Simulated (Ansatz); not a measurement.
The starting structures come from a database of crystals and need not be the phases stable at ambient conditions.

Where the default PAW files enter, the runs use the earlier of Ansatz's two default sets.

Tunnelling through a barrier is set by its complex band structure: the current falls as exp(−2κd) with the smallest κ.

Here is the system:

```yaml
crystal:
  lattice:
    - [4.24370, 0.00000, 0.00000]
    - [-2.12185, 3.67515, 0.00000]
    - [0.00000, 0.00000, 6.98836]
  atoms:
    - { symbol: Cu, position: [0.66667, 0.33333, 0.87268] }
    - { symbol: Cu, position: [0.33333, 0.66667, 0.37268] }
    - { symbol: I, position: [0.66667, 0.33333, 0.50232] }
    - { symbol: I, position: [0.33333, 0.66667, 0.00232] }
```

Space group of this cell: P6_3mc, wurtzite. The cell is taken as given.

Transport runs along the normal of the first two printed cell vectors, the (001) plane of the conventional cell.

No gap correction and no spin-orbit coupling; mid-gap is the computed energy nearest the middle.

Task: State the band gap and the smallest decay constant κ at mid-gap according to r2SCAN (Ansatz, a first-principles code).

Result: Gap 1.73 eV on a 12×12×6 mesh; κ = 0.143 1/Å, at the zone centre.
